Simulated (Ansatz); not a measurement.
# PBE-D3(BJ) against PBEsol-D3(BJ): TaS2, uniaxial strain ε_zz = +1.49 %

The reference is TaS₂ in the CdI2 type structure (space group P-3m1, No. 164; a = 3.3318 Å, c = 5.7852 Å; layered, stacked along the Cartesian z axis; relaxed with 0.1 eV smearing). Axes: x lies along a and z along c of the hexagonal cell.

(Cell as relaxed with PBE-D3(BJ).)

Levels (all Ansatz, an electronic-structure program, PAW, earlier PAW set): PBE-D3(BJ) (420 eV, no spin-orbit coupling); PBEsol-D3(BJ) (420 eV, no SOC).

Each level relaxes its own structure.

```
base                 PBE-D3(BJ)  PBEsol-D3(BJ)
-------------------  ----------  -------------
volume per atom        18.54 Å³       17.33 Å³
lattice parameter a     3.332 Å        3.278 Å
band gap                   zero           zero
```

Perturbation: uniaxial strain ε_zz = +1.49 %, all other strain components held at zero; the atoms relax in the strained cell.

| quantity | PBE-D3(BJ) | PBEsol-D3(BJ) |
|---|---|---|
| energy relative to the base (free energy F) | +0.7 meV/atom | ___ |
| stress (xx, yy, zz, yz, xz, xy; compression positive) | (-0.1, -0.1, -0.8, 0.0, 0.0, 0.0) GPa | ___ |
| largest internal atomic displacement | 0.021 Å | ___ |

Problem. Predict the PBEsol-D3(BJ) column.

Solution. 
- energy relative to the base (free energy F), PBEsol-D3(BJ): +1.0 meV/atom
- stress (xx, yy, zz, yz, xz, xy; compression positive), PBEsol-D3(BJ): (-0.2, -0.2, -1.2, 0.0, 0.0, 0.0) GPa
- largest internal atomic displacement, PBEsol-D3(BJ): 0.020 Å

PBE-D3(BJ)'s energy relative to the base lies 0.3 meV/atom below PBEsol-D3(BJ)'s. Neither level is exact; PBEsol-D3(BJ) is the comparison here, not a measurement.

Stability against distortions was not tested. All final runs are without spin polarisation. An odd electron count without spin: TaS2.
